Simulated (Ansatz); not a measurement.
Start from ZnS in the wurtzite structure (space group P6_3mc, No. 186; a = 3.845 Å, c = 6.306 Å). Axes: x lies along a and z along c of the hexagonal cell.

Structures relaxed with plane-wave PAW DFT at the PBE level (Ansatz, a first-principles code, 420 eV), without spin-orbit coupling.

Base:

Simulated powder pattern, Co Kα, λ = 1.79026 Å (kinematic, ideal powder, no thermal factors, no anomalous dispersion; the 14 strongest lines at most, above 2 %, up to 2θ = 90°):

```
2θ (°)  I/Imax (%)    hkl
------  ----------  -----
31.19           91  (100)
32.99           59  (002)
35.40          100  (101)
46.03           35  (102)
55.50           69  (110)
60.48           69  (103)
65.04           11  (200)
66.09           46  (112)
67.57           16  (201)
74.89          8.0  (202)
86.61           26  (203)
```

After one change:

Simulated powder pattern, Co Kα, λ = 1.79026 Å (kinematic, ideal powder, no thermal factors, no anomalous dispersion; the 14 strongest lines at most, above 2 %, up to 2θ = 90°):

| 2θ (°) | I/Imax (%) |
|---|---|
| 31.19 | 87 |
| 31.94 | 58 |
| 35.15 | 100 |
| 45.24 | 33 |
| 55.50 | 65 |
| 59.01 | 73 |
| 65.04 | 10.0 |
| 65.48 | 43 |
| 67.41 | 15 |
| 74.30 | 7.4 |
| 75.52 | 2.0 |
| 85.33 | 26 |

Problem. Which change produced these results?
(A) isotropic strain +1.38 %
(B) biaxial strain −1.34 %, plane normal [001], relaxed out of plane
(C) isotropic strain +2.93 %
(D) uniaxial strain ε_zz = +3.20 %

Solution. D, uniaxial strain ε_zz = +3.20 %. Its volume per atom is 20.83 Å³ against 20.18 Å³, and its space group is P6_3mc (No. 186).

No phonon test of stability was made.
